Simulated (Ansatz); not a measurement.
Worked sum: energy of one form of C over another

We look at the energy of one form of C over another. The value is E(A) − E(B), in meV per atom.

A: C (lonsdaleite, P6₃/mmc), 4 atoms in the cell. Conventional cell: a = 2.512 Å, b = 2.512 Å, c = 4.180 Å, α = 90.00°, β = 90.00°, γ = 120.00°.

B: C (diamond, Fd-3m), 2 atoms in the cell. Conventional cell: a = b = c = 3.5716 Å, α = β = γ = 90.00°.

Ansatz (a quantum-chemistry and plane-wave program) with PAW potentials; structures come from PBE relaxations, nuclei static, no net charge. Ansatz runs with its PAW set soft_1. Other levels take these structures. The lattices are those relaxed with PBE, so at other levels the solids can be strained, which adds to the spread. A dispersion term (D3(BJ), or D4 for r2SCAN) was computed beside these levels and is taken off wherever the name lacks it.

Total energies of the cells in eV, at zero smearing width. They compare only within one column; the weights balance every element.

```tsv
cell	atoms	weight	PBE	PBEsol
A: C (lonsdaleite)	4	+1	-1003.13149	-986.57314
B: C (diamond)	2	−2	-501.61477	-493.33400
```

PBE: (-1003.13149) − 2 × (-501.61477) = 0.098 eV; dividing by 4 atoms gives 25 meV/atom.

PBEsol: (-986.57314) − 2 × (-493.33400) = 0.095 eV; dividing by 4 atoms gives 24 meV/atom.

What follows from the PBE value: Against the thermal energy at 300 K, k_BT = 25.9 meV, the difference of 24.5 meV per atom is 0.95 k_BT. To turn the order at 1000 K, where k_BT = 86.2 meV, the higher one would need 0.28 k_B per atom more entropy.
